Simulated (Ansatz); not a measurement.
The reference is BeTe in the zinc blende structure (space group F-43m, No. 216).

```
CELL_PARAMETERS angstrom
      0.00000     2.82847     2.82847
      2.82847     0.00000     2.82847
      2.82847     2.82847     0.00000
ATOMIC_POSITIONS crystal
  Te 0.75000 0.75000 0.75000
  Be 0.00000 0.00000 0.00000
```

Cartesian axes are those of the cell as printed.

The values are results of Kohn–Sham DFT with the r2SCAN functional, run in Ansatz (a first-principles code) with PAW and 500 eV plane waves, no spin-orbit coupling, not measurements.

Strains are applied to the cell and any free atomic positions relax; under biaxial strain the out-of-plane vector relaxes too.

One change was made to it. Results:

The smallest direct gap drops by 0.02 eV, from 4.04 eV to 4.02 eV; the energy increases by 0.8 meV/atom.

Task: Which of these changes matches the shifts?
(A) biaxial strain −3.68 %, plane normal [001], relaxed out of plane
(B) isotropic strain +4.67 %
(C) uniaxial strain ε_xx = +1.09 %
(D) uniaxial strain ε_yy = +3.13 %
(E) biaxial strain +2.12 %, plane normal [111], relaxed out of plane

Result: C, uniaxial strain ε_xx = +1.09 %. For comparison, the energy relative to the base in the other runs: uniaxial strain ε_yy = +3.13 % gives +6.8 meV/atom; biaxial strain +2.12 %, plane normal [111], relaxed out of plane gives +8.7 meV/atom; isotropic strain +4.67 % gives +72 meV/atom; biaxial strain −3.68 %, plane normal [001], relaxed out of plane gives +23 meV/atom.

With Te present, leaving out spin-orbit coupling can change the band edges. Whether these cells are dynamically stable was not tested.
